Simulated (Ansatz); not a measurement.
Checking a run of Ansatz (a quantum-chemistry and plane-wave program) on LaInAu (P-62m, 9 atoms in the cell). The aim is a self-consistent single point with DFT, PBEsol, plane waves, default PAW files made with PBE.

Cell that was meant: a = 7.7270 Å, b = 7.7270 Å, c = 4.3150 Å, α = 90.00°, β = 90.00°, γ = 120.00°.

Part of the input:

Ansatz 0.2 input:
```yaml
    - { symbol: La, position_ang: [-2.260147, 3.914690, 2.157500] }
basis:
  ecutwfc: 420.0
  ecutrho_ratio: 1
kpoints:
  mp_grid: { grid: [5, 5, 8] }
hamiltonian:
```

Output (repeated stretches shortened):

```
   [... lines left out ...]
PAW frozen core: La, regenerated for the run's functional, and the local potential with it
Initial density: superposition of atomic densities (neutral atoms: chi_scale 0, normalization atom), corrected by the library's trained network
Initial wavefunctions: pseudopotential atomic-orbital guess
Eigensolver: davidson
Functional: x = pbesol(κ = 0.804, μ = 0.12345679012345678), c = pbesol(β = 0.046)
SCF iter   1: F=—  HF=-74088.231351 eV  |F-HF|=—  |Δ(HF+E_count)|=         —  Δρ=3.76e-3  dr2=5.36e-2  ethr=1.77e-3  ⟨swp⟩=6.6  Hψ=7197  notcnv=0
all-band conjugate gradients solve this SCF's bands
preconditioner: auto → Kerker (q_TF=auto, 2.490 Å⁻¹)
SCF iter   2: F=—  HF=-74088.226724 eV  |F-HF|=—  |Δ(HF+E_count)|=   4.63e-3  S|Δr|=    0.00e0  Δρ=1.83e-3  dr2=1.69e-2  ethr=4.15e-5  ⟨swp⟩=2.1  Hψ=3815  notcnv=0
   [... lines left out ...]
SCF iter   6: F=—  HF=-74088.222898 eV  |F-HF|=—  |Δ(HF+E_count)|=   2.28e-6  S|Δr|=    0.00e0  Δρ=1.96e-5  dr2=1.72e-6  ethr=1.24e-8  ⟨swp⟩=2.0  Hψ=2179  notcnv=0
SCF iter   7: F=—  HF=-74088.222898 eV  |F-HF|=—  |Δ(HF+E_count)|=   3.61e-7  S|Δr|=    0.00e0  Δρ=9.07e-6  dr2=2.95e-7  ethr=1.34e-9  ⟨swp⟩=2.1  Hψ=3475  notcnv=0
SCF iter   8: F=-74088.222898 eV  HF=-74088.222898 eV  |F-HF|=8.93e-9  |Δ(HF+E_count)|=   5.70e-8  S|Δr|=    0.00e0  Δρ=2.56e-6  dr2=2.10e-8  ethr=7.75e-11  ⟨swp⟩=14.5  Hψ=11160  notcnv=0
SCF 1 converged in 8 iterations: F = -74088.222898 eV  dr2 = 2.10e-8
Stability not checked (fill_not_monotonic)
Free energy (F): -74088.222898 eV
Internal energy: -74088.229332 eV  (E = F + TS)
E sigma→0 (E₀):  -74088.224507 eV
Entropy (-TS):   0.006434 eV (0.715 meV/atom)
Fermi energy:    13.946454 eV
--- Forces (eV/Å), atoms counted from 1 ---
  atom   1  Au    -0.00000000     0.00000000     0.00000000
  atom   2  In     0.09977704    -0.00000000     0.00000000
  atom   3  In    -0.04988852    -0.08640945     0.00000000
   [... lines left out ...]
  P = ⅓ Tr σ = -1.4874 GPa (-14.874 kbar)
  The stress holds the Pulay correction, which leaves out the density cutoff's part. Without it, at fixed plane waves, as pw.x and ABINIT print it …
settings of this run that can trade accuracy for cost: basis.ecutrho_ratio < 4. Do not mix this run's numbers with those of runs without the same settings …
```

### Question
Is anything amiss in this input, and did it matter?

### Answer
The run is not sound. The fault is a density cutoff or grid that is too coarse. The charge density holds wave vectors up to twice those of the orbitals (four times the energy cutoff), and augmentation charges need more still. To fix it, restore the density cutoff. The run converged in 8 iterations without an error; against the sound input the free energy rises by 11.7 meV/atom, the pressure goes from -0.89 to -1.49 GPa and the largest force goes from 0.091 to 0.100 eV/Å. The full log also holds (shortened here): “WARN basis.ecutrho_ratio = 1 (ecutrho = 420 eV) is below the records' recommended cutoff”. At a fixed set of plane waves, without the program's Pulay estimate, the pressure is -1.52 GPa against -0.92 GPa.

An input that runs soundly differs in these lines (not the only fix; some lines may just follow from the change or write a value another way):
```diff
-  ecutrho_ratio: 1
```

With that input, the run converged in 8 iterations: free energy E − TS (on the zero of these files) -74088.3283 eV; Fermi level (on the code's own zero) 13.95 eV; pressure -0.89 GPa; largest force (vector length) 0.091 eV/Å (DFT, PBEsol, plane waves, default PAW files made with PBE).

On the sound input: the starting cell comes from a database of published, mostly measured structures (it also holds non-ambient and calculated ones), without a prior relaxation at this level. Ansatz's pressure includes its estimate of the finite-basis (Pulay) stress.
